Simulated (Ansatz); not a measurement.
Input:

End structure of the (111) surface of fcc Cu, (√3x√3)R30°, one Cu site of the top plane empty (bottom of the slab: a bare face, its two planes held):

```xyz
17
Lattice="3.8502 2.2229 0.0000 -3.8502 2.2229 0.0000 0.0000 0.0000 26.5000" Properties=species:S:1:pos:R:3 pbc="T T T"
Cu    -2.5668     1.4819     8.0105
Cu     0.0000     1.4819     8.0105
Cu     2.5668     1.4819     8.0105
Cu    -1.2834     0.7410    10.1063
Cu     1.2834     0.7410    10.1063
Cu     0.0000     2.9639    10.1063
Cu     0.0000     0.0000    12.1873
Cu    -1.2834     2.2229    12.1951
Cu     1.2834     2.2229    12.1951
Cu    -2.5692     1.4834    14.2837
Cu     0.0000     1.4791    14.2837
Cu     2.5692     1.4834    14.2837
Cu    -1.2701     0.7333    16.3723
Cu     1.2701     0.7333    16.3723
Cu     0.0000     2.9792    16.3723
Cu    -1.2834     2.2229    18.3445
Cu     1.2834     2.2229    18.3445
```

Slab: 17 atoms, 10.5 Å thick at the start with caps and adatoms (thin: gaps and levels are the slab's own); k 10x10x1, smearing 0.1 eV, dipole-corrected; 6 atoms held, the rest relaxed; held to the start's symmetry, so lower structures may exist; no spin, no spin-orbit, no U. In PBE it lies 0.08 eV a 1x1 cell over the lowest computed structure of the same composition (one row in 3 of the top plane missing).

Task: Give the work function of the top face at the level PBE in Ansatz (an electronic-structure program).

Result: 4.25 eV
